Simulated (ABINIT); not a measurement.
**Equation of state of diamond-structure C (space group 227): energy against volume (ABINIT, LDA)**

```
C
1.0
    0.00000     1.71413     1.71413
    1.71413     0.00000     1.71413
    1.71413     1.71413     0.00000
C
2
Direct
  0.50000   0.50000   0.50000
  0.75000   0.75000   0.75000
```

Level of theory: LDA (PW92), norm-conserving pseudopotentials (PseudoDojo nc-sr-04 LDA standard) (plane waves; ABINIT). Settings: pseudos = [C.upf]; ecut = 1442 eV; occopt = 3; tsmear = 0.00036749 Ha; ngkpt = 16 16 16; nshiftk = 1; shiftk = 0 0 0; potentials = PseudoDojo nc-sr-04 LDA standard; nband = 9; kptopt = 1; nstep = 50; tolvrs = 1e-12. The cell above is the first row's. The rows scale it uniformly. In all rows fractional positions and the k mesh are held. E is the free energy at the stated smearing, counted from the lowest row.

| V (Å^3/atom) | E (meV/atom) |
|---|---|
| 5.0366 | 74.50 |
| 5.1461 | 43.62 |
| 5.2555 | 21.46 |
| 5.3650 | 7.27 |
| 5.4745 | 0.33 |
| 5.5840 | 0.00 |
| 5.6935 | 5.71 |
| 5.8030 | 16.92 |
| 5.9125 | ? |

The 8 complete rows are fitted with the third-order Birch-Murnaghan form, a cubic in V^(-2/3), E against V. With u = V^(-2/3) - 0.324, the rows have u = 0.016336, 0.011491, 0.006819, 0.002302, -0.002063, -0.006286, -0.010373, -0.014331. Least squares gives E = 2.776 + 1548.95·u + 175561·u² - 97792·u³. Residuals (row less fit): -0.004, 0.012, -0.011, -0.001, 0.001, -0.001, 0.002, -0.002; standard error 0.008 (degrees of freedom: 4). Its minimum lies at u = -0.004395, so V0 = (0.319605)^(-3/2) = 5.535. There d²E/du² = 353700 and d³E/du³ = -586800, so B0 = (4/9) × 5.535^(-7/3) × 353700 × 0.160218 = 465 GPa (the last factor turns the table's units into GPa), and B0' = 4 + (2/3) × 0.319605 × (-586800)/353700 = 3.6. The program's pressures in the fitted runs (not shown) pass through zero at V = 5.53, 0.00 % from this V0.

### Question
Predict the withheld E at V = 5.9125 from the fit, and compare with the calculation.

### Answer
u = -0.018166, so E = 2.776 + 1548.95 × (-0.018166) + 175561 × (-0.018166)² - 97792 × (-0.018166)³ = 33.160 meV/atom. The calculation gives 33.16 meV/atom, which the fit meets to the printed digits. The row lies outside the fitted rows, so this is an extrapolation. From the scatter of the fitted rows alone, a prediction at this place has a standard error of 0.020 meV/atom, so the miss is 0.0 times that.

Carrying the step between the two nearest rows on in a straight line would have given 28.13, off by 5.03; series whose last step already gives the withheld value aren't shown. The scan was laid around a cell of about the measured size, scaled by a guess for this functional. The runs keep the symmetry of the cell, so they don't test it for distortions. Cutoffs and mesh are single choices, not tested for convergence of this quantity. Series with a scatter that would blur these digits, or in which a gap closes, are not shown. Nor are scans whose minimum lies at an end fitted in this form.
